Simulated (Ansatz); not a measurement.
Short convergence ladders for CuPd (Pm-3m, 2 atoms in the cell)

```
CuPd
1.0
    2.96552     0.00000     0.00000
    0.00000     2.96552     0.00000
    0.00000     0.00000     2.96552
Cu Pd
1 1
Direct
  0.00000   0.00000   0.00000
  0.50000   0.50000   0.50000
```

Base method: LDA (PW92), default PAW files made with PBE (plane waves; Ansatz, a first-principles code).

Base settings: basis.ecutwfc = 420 eV; kpoints.mp_grid.grid = 11 11 11; hamiltonian.xc = lda; hamiltonian.pseudopotentials = {kind: paw} (the program's default PAW files); scf.occupations.method = gaussian; scf.occupations.width = 0.1 eV.

Core times come from one kind of shared machine, to one figure; runs under 30 s give none.

**Zone-centre phonons against the cutoff**

In this ladder: phonons.method = dfpt.

The mesh stays at the base's, so the ladder's end is converged at best in this setting alone.

Frequencies are those of the unrelaxed cell, without the LO-TO term of polar crystals.

Only quantities that move along the ladder and can be compared are tabulated.

```tsv
basis.ecutwfc	highest zone-centre frequency (cm⁻¹)
210 eV	125.9
250 eV	151.4
295 eV	217.8
355 eV	213.1
420 eV	212.3
505 eV	212.2
630 eV	212.2
```

Coarsest basis.ecutwfc that holds the highest zone-centre frequency within 5 cm⁻¹ of the last step, with all finer ones: 355 eV; the step before is off by 5.5 cm⁻¹.

**The q mesh of the phonons**

In this ladder: kpoints.mp_grid.grid = 12 12 12; phonons.method = dfpt.

Only quantities that move along the ladder and can be compared are tabulated.

Thermal sums run over frequencies interpolated from this q mesh.

```csv
phonons.qmesh,zero-point energy (meV/atom),vibrational free energy at 300 K (meV/atom),core time / last (rough)
1 1 1,27.33,-28.07,–
2 2 2,28.41,-28.40,0.2
3 3 3,28.37,-29.11,0.4
4 4 4,28.38,-28.96,1
```

Coarsest phonons.qmesh that holds the vibrational free energy at 300 K within 0.5 meV/atom of the last step, with all finer ones: 3 3 3, at about 0.4 of the last step's time; the step before is off by 0.56 meV/atom.

Coarsest phonons.qmesh that holds the zero-point energy within 0.2 meV/atom of the last step, with all finer ones: 2 2 2, at about 0.2 of the last step's time; the step before is off by 1.0 meV/atom.

On the base run: the starting cell comes from a database of computed structures (which also holds hypothetical and non-ambient phases and stackings), without a prior relaxation at this level. Its lattice was rescaled by up to half a per cent. Spin polarisation is off. In the base run, with a pressure of about -7 GPa the cell is away from its equilibrium volume at this level.

Keys are those of Ansatz 0.2.
